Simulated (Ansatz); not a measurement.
Ansatz (a quantum-chemistry and plane-wave program), DFT, PBE, plane waves, its default PAW files: unreconstructed Si(100) slab of 8 layers, 2x2, S adatom, atoms displaced (Si32S), unrelaxed, 33 atoms. Basis and mesh were picked for this test and aren't claimed converged.

```yaml
cell: 7.68, 7.68, 21.10 Å; 90, 90, 90°
distance_to_the_nearest_atom: 2.05 to 2.37 Å
task: single point
k mesh: 4×4×1
hamiltonian.xc: pbe
kind_of_files: paw
scf.occupations.method: fermi_dirac
scf.occupations.width: 0.05 eV
scf.initial_density.chi_scale: 0.1
output.forces: true
binding of workers (--pin): off
k-point pools (--kpoint-pools): 1
memory maximum (--max-ram): 8GiB
accuracy: medium (default)
basis.precision: auto (default)
basis.xc_grid: 2 (default)
scf.eigensolver.kind: auto (default)
scf.convergence.dr2_threshold: 1e-07 (default)
scf.lower_state_search: light (default)
k-points after symmetry: 10
bands_at_the_start: 100
electrons: 134
plane waves at Γ: 24379
cutoff (eV): 420
FFT grid: 54×54×144
symmetry_operations: 1
```

Settings of this run: scf.mixing.algorithm = auto, scf.mixing.preconditioner = kerker_dos; 4 threads.

| iteration | dr2 (eV) | Hψ |
|---|---|---|
| 1 | 2.21e2 | 5920 |
| 2 | 1.92e1 | 2532 |
| 3 | 1.30e1 | 2041 |
| 4 | 1.82e0 | 1021 |
| 5 | 2.07e0 | 1177 |
| 6 | 9.74e-1 | 803 |
| 7 | 5.03e-1 | 803 |
| 8 | 3.09e-1 | 905 |
| 9 | 1.53e-1 | 954 |
| 10 | 7.82e-2 | 922 |
| 11 | 7.90e-2 | 880 |
| 12 | 2.44e-2 | 898 |
| 13 | 2.47e-2 | 980 |
| 14 | 9.07e-3 | 928 |
| 15 | 9.04e-3 | 973 |
| 16 | 2.32e-3 | 841 |
| 17 | 1.47e-3 | 928 |
| 18 | 7.49e-4 | 1471 |
| 19 | 1.28e-4 | 949 |
| 20 | 7.46e-5 | 1210 |
| 21 | 3.52e-5 | 1002 |
| 22 | 1.94e-5 | 946 |
| 23 | 8.03e-6 | 954 |
| 24 | 5.41e-6 | 881 |
| 25 | 6.04e-6 | 934 |
| 26 | 2.96e-6 | 1062 |
| 27 | 1.77e-6 | 1100 |
| 28 | 1.17e-6 | 1051 |
| 29 | 5.38e-7 | 1143 |
| 30 | 4.82e-7 | 1243 |
| 31 | 2.40e-7 | 969 |
| 32 | 1.07e-7 | 947 |
| 33 | 5.77e-8 | 2953 |

It converged after 33 SCF iterations.

**Question.** The cycle is slow. Which setting should be changed?

**Answer.** One answer among several that fit: scf.mixing.preconditioner = auto (default) (13 SCF iterations) or scf.mixing.preconditioner = ldos (13 SCF iterations), all else kept. The other changes of this size gave: scf.mixing.preconditioner = local_kerker (17); scf.mixing.preconditioner = none (24); scf.mixing.preconditioner = kerker (34). In that run the program took: scf.mixing.algorithm MSR1, scf.mixing.preconditioner LDOS, scf.eigensolver.kind band_cg, --slots 4. The first change moves the result by: energy under 0.001 meV/atom, forces (largest component) 0.12 meV/Å. Counts are of single runs.

Keys are those of Ansatz 0.2.
